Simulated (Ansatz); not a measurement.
Given:

End structure of a constructed model of the (111) surface of fcc Au, a pseudomorphic layer of Os in the host's stacking (bottom of the slab: a bare face, its two planes held):

```yaml
crystal:
  lattice:
    - [2.93959, 0.00000, 0.00000]
    - [-1.46980, 2.54576, 0.00000]
    - [0.00000, 0.00000, 30.50000]
  atoms:
    - { symbol: Au, position: [0.33333, 0.66667, 0.26431] }
    - { symbol: Au, position: [0.66667, 0.33333, 0.34301] }
    - { symbol: Au, position: [0.00000, 0.00000, 0.42143] }
    - { symbol: Au, position: [0.33333, 0.66667, 0.50041] }
    - { symbol: Au, position: [0.66667, 0.33333, 0.57934] }
    - { symbol: Au, position: [0.00000, 0.00000, 0.65759] }
    - { symbol: Os, position: [0.33333, 0.66667, 0.72992] }
```

Model: 7-atom slab, 14.4 Å thick at the start, 15x15x1 mesh, Fermi-Dirac 0.1 eV, dipole correction, single point; on the structure that PBE left under its start's symmetry; no spin, no spin-orbit, no U. It is one candidate, not shown to be the stable structure of the face.

Question: Give the work function of the top face at the level r2SCAN, at the PBE geometry (Ansatz, an electronic-structure program).

Answer: 5.86 eV
